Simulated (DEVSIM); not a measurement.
System: abrupt Ge n-p junction, at 300 K.

Layer 1 from the left is Ge, thickness (μm) 0.170, Nd (cm⁻³) 1e18, τn (s) 8.9e-7, τp (s) 8.9e-7. Layer 2 from the left is Ge, thickness (μm) 1.20, Na (cm⁻³) 2.5e16, τn (s) 8.9e-7, τp (s) 8.9e-7.

Left contact: ohmic. Right contact: ohmic. Voltage is applied to the left contact. Recombination: SRH at mid-gap, radiative. Mobility is constant in doping.

This is a model device: material constants are rounded textbook-type values typed into the input, and sizes, dopings and lifetimes were drawn at random. Values at 300 K.

Ge: gap (eV) 0.664, affinity (eV) 4, permittivity 16, Nc (cm⁻³) 1.04e19, Nv (cm⁻³) 6e18, μn (cm²/Vs) 3900, μp (cm²/Vs) 1900, B (cm³/s) 6.4e-14.

Task: Estimate by hand the built-in potential, the peak field at zero bias, the capacitance at 0.3 V, and compare with a numerical solution.

Result: 
- Built-in potential: ni = √(Nc Nv) exp(−Eg/2kT) = 2.09e13 cm⁻³ with Eg = 0.664 eV; Vbi = kT/q ln(Na Nd/ni²) = 0.462 V; numerical 0.462 V.
- Peak field at zero bias: depletion approximation: W = √(2εVbi/(qN)) = 0.183 μm with N = 2.44e16 cm⁻³; field = 2Vbi/W = 50500 V/cm; numerical 61100 V/cm (estimate below by 17 %).
- Capacitance at 0.3 V: C = √(qεN / 2(Vbi + |V|)) = 60.3 nF/cm²; numerical 63.1 nF/cm² (estimate below by 4.5 %).

Model (solved in DEVSIM): 1D drift-diffusion, Boltzmann statistics, complete ionisation; no tunnelling, impact ionisation, image-force lowering or self-heating.
